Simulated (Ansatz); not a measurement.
Calculation: PBE (plane waves to 420 eV, PAW; Ansatz, a quantum-chemistry and plane-wave program).

Plane-averaged electrostatic potential energy along the normal, in eV from the Fermi level, for Ti on the 1x1 (100) surface of fcc Cu, one in a 2x2 cell, started at the site 'hollow Cu-Cu-Cu-Cu over Cu at depth 1.8 Å':

(z (Å), V (eV)): (5.17, 4.55); (5.44, 4.55); (5.72, 4.55); (5.99, 4.54); (6.26, 4.54); (6.53, 4.53); (6.81, 4.52); (7.08, 4.49); (7.35, 4.43); (7.62, 4.31); (7.89, 4.06); (8.17, 3.57); (8.44, 2.59); (8.71, 0.37); (8.98, -5.20); (9.26, -11.40); (9.53, -14.15); (9.80, -12.90); (10.07, -8.05); (10.34, -2.90); (10.62, -3.67); (10.89, -9.37); (11.16, -13.70); (11.43, -14.24); (11.71, -10.86); (11.98, -4.89); (12.25, -1.66); (12.52, -4.99); (12.79, -10.92); (13.07, -14.20); (13.34, -13.57); (13.61, -9.13); (13.88, -3.36); (14.16, -2.14); (14.43, -6.99); (14.70, -12.43); (14.97, -14.43); (15.24, -12.48); (15.52, -6.95); (15.79, -1.63); (16.06, -0.46); (16.33, -0.85); (16.61, -1.22); (16.88, -1.11); (17.15, -0.41); (17.42, 0.72); (17.69, 1.63); (17.97, 2.07); (18.24, 2.34); (18.51, 2.50); (18.78, 2.60); (19.06, 2.66); (19.33, 2.70); (19.60, 2.72); (19.87, 2.73); (20.14, 2.74); (20.42, 2.74); (20.69, 2.75); (20.96, 2.75)

Slab: 17 atoms, 5.3 Å thick at the start under the adsorbate (thin: gaps and levels are the slab's own); k 6x6x1, smearing 0.1 eV, dipole-corrected; 8 atoms held, the rest relaxed; symmetry of the start imposed; spin-polarised, no spin-orbit, no U, no dispersion correction. At the end it is bonded to 4 Cu. In PBE it is, or lies within 0.03 eV of, the lowest of the starts that converged.

### Question
The surface cell has an area of 26.35 Å². What dipole along the normal does the step between the two vacuum levels imply?

### Answer
the top vacuum level lies 1.80 eV below the bottom one; p = −ε₀ A ΔV (ε₀ = 0.005526 e/(V·Å)) gives 0.26 e·Å a cell.
